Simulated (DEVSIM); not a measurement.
System: abrupt GaP p-n junction, at 250 K.

```csv
layer (left to right),material,thickness (μm),Nd (cm⁻³),Na (cm⁻³),τn (s),τp (s)
1,GaP,44.0,-,5.4e17,2.3e-7,2.3e-7
2,GaP,150,1.7e17,-,2.3e-7,2.3e-7
```

Left contact: ohmic. Right contact: ohmic. Voltage is applied to the left contact. Recombination: SRH at mid-gap, radiative. Mobility is μmin + (μ − μmin)/(1 + (N/Nref)^α).

This is a model device: material constants are rounded textbook-type values typed into the input, and sizes, dopings and lifetimes were drawn at random. Values at 300 K; Nc and Nv go as T^1.5, mobilities as T to minus their exponent, the gap by Varshni's rule with the affinity fixed.

| parameter | GaP |
|---|---|
| gap (eV) | 2.26 |
| affinity (eV) | 3.8 |
| permittivity | 11.1 |
| Nc (cm⁻³) | 1.8e19 |
| Nv (cm⁻³) | 1.9e19 |
| μn (cm²/Vs) | 250 |
| μp (cm²/Vs) | 150 |
| μn,min | 10 |
| μp,min | 10 |
| Nref,n | 4.4e18 |
| Nref,p | 1e18 |
| αn | 0.8 |
| αp | 0.85 |
| T exponent of μn | 1.6 |
| T exponent of μp | 1.98 |
| B (cm³/s) | 1e-13 |
| Varshni α (eV/K) | 0.00058 |
| Varshni β (K) | 372 |

Simulated with DEVSIM: 1D drift-diffusion, Boltzmann statistics, complete ionisation; no tunnelling, impact ionisation, image-force lowering or self-heating.

Give the small-signal capacitance in reverse bias (quasi-static).


| V (V) | C (nF/cm²) |
|---|---|
| -0.04 | 69.4 |
| -0.1 | 68.5 |
| -0.2 | 66.9 |
| -0.3 | 65.5 |
| -0.4 | 64.2 |
| -0.6 | 61.7 |
| -0.8 | 59.5 |
| -1 | 57.6 |
| -1.3 | 55.0 |
| -1.6 | 52.7 |
| -2 | 50.0 |
